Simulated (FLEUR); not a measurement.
Input and output of a self-consistent single point for PbO2 (P4_2/mnm, 6 atoms in the cell) (FLEUR).

Computed with PBE, all-electron FLAPW (FLEUR), scalar-relativistic valence run with FLEUR.

The change in words: lattice scaled by 0.98. Reference geometry:
```
CELL_PARAMETERS angstrom
      4.96000     0.00000     0.00000
      0.00000     4.96000     0.00000
      0.00000     0.00000     3.39000
ATOMIC_POSITIONS crystal
  Pb 0.00000 0.00000 0.00000
  Pb 0.50000 0.50000 0.50000
  O  0.30700 0.30700 0.00000
  O  0.80700 0.19300 0.50000
  O  0.19300 0.80700 0.50000
  O  0.69300 0.69300 0.00000
```

Reference input (self-consistent single point, DFT, PBE, all-electron FLAPW (FLEUR), scalar-relativistic valence): Kmax = 4.5 1/bohr; GmaxXC = 13.5 1/bohr; xcFunctional = pbe; jspins = 1; l_soc = F; mode = gauss; fermiSmearingEnergy = 0.00367493 Htr; mesh (inpgen div1-3) = 5 5 7; inpgen gamma flag = false; Gmax = 13.5 1/bohr; numbands = 0; maxIterBroyd = 40. This run's input differs from it in these lines:

```diff
@@ -3,5 +3,5 @@
 &input film=f /
-4.9600000000 0.0000000000 0.0000000000
-0.0000000000 4.9600000000 0.0000000000
-0.0000000000 0.0000000000 3.3900000000
+4.8608000000 0.0000000000 0.0000000000
+0.0000000000 4.8608000000 0.0000000000
+0.0000000000 0.0000000000 3.3222000000
 1.8897261246
@@ -47,5 +47,5 @@
          <bravaisMatrix>
-            <row-1>    9.3730415780160001     0.0000000000000000     0.0000000000000000</row-1>
-            <row-2>    0.0000000000000000     9.3730415780160001     0.0000000000000000</row-2>
-            <row-3>    0.0000000000000000     0.0000000000000000     6.4061715623939994</row-3>
+            <row-1>    9.1855807464556793     0.0000000000000000     0.0000000000000000</row-1>
+            <row-2>    0.0000000000000000     9.1855807464556793     0.0000000000000000</row-2>
+            <row-3>    0.0000000000000000     0.0000000000000000     6.2780481311461198</row-3>
          </bravaisMatrix>
```

The program printed (abridged):

```
 Iteration:     1   Distance:      24.31401177 me/bohr^3
 Iteration:     2   Distance:      20.98700298 me/bohr^3
 Iteration:     3   Distance:       8.66797775 me/bohr^3
 Iteration:     4   Distance:       4.83303024 me/bohr^3
 Iteration:     5   Distance:       2.42837435 me/bohr^3
   [... 8 lines left out ...]
 Iteration:    14   Distance:       0.00016152 me/bohr^3
 Iteration:    15   Distance:       0.00002122 me/bohr^3
 Iteration:    16   Distance:       0.00002365 me/bohr^3
 Iteration:    17   Distance:       0.00000295 me/bohr^3
 Reset of history
 Run finished successfully
 Stop message:
   Structural relaxation: new displacements generated

[file out, last iteration]
             iter=     18
[...]
          total density-effective poten   -7.5059810940E+04
          total charge density-energy d   -8.1511597269E+02
 Updated energy parameters for spin:           1
[...]
 fermi energy and band-weighting factors:

[...]
FERMIE:
          first approx. to ef    (T=0)  :   0.251906 htr   (energy of the highest occ. eigenvalue)
          number of occ. states  (T=0)  :        624
          first approx. to seigv (T=0)  :  -5.143091 htr
          sum of weights of occ. states :  26.000000
          sum of semicore charge        :   0.000000 e
          fermi energy=   0.25630 har   work function=  -6.97436 ev
          number of valence electrons=  52.00000
   [... lines left out ...]
          total moment                 =     0.00000
 Direct bandgap for spin            1 :    1.3574756093409385E-002  Htr
 ---->    free energy=                    -42158.1682295950 htr
   [... lines left out ...]
      extrapolation for T->0
 ---->    total electron energy=          -42158.1682295950 htr
 ***** TOTAL FORCES ON ATOMS *****
 TOTAL FORCE FOR ATOM TYPE=  1  X=  0.000   Y=  0.000   Z=  0.000
                       FX_TOT= 0.000000 FY_TOT= 0.000000 FZ_TOT= 0.000000
 TOTAL FORCE FOR ATOM TYPE=  2  X=  2.820   Y=  2.820   Z=  0.000
                       FX_TOT=-0.002187 FY_TOT=-0.002187 FZ_TOT= 0.000000
```

The run converged in 17 iterations. FLEUR gives forces in its relaxation mode, with a further iteration, so its stop message speaks of a relaxation. Against the reference run the total energy rises by 75.8 meV/atom.

The starting cell has typed, rounded lattice constants, without a prior relaxation at this level. For this run, on top of that: lattice scaled by 0.98. Spin-orbit coupling is off. Values depend on the basis (sphere radii, cutoffs, local orbitals), which need not be converged. No gap is read from this output. The log's line on a gap gives a spacing of levels on this mesh, which the program prints for metals too.

Cost on one core of a shared machine: roughly 3 min.
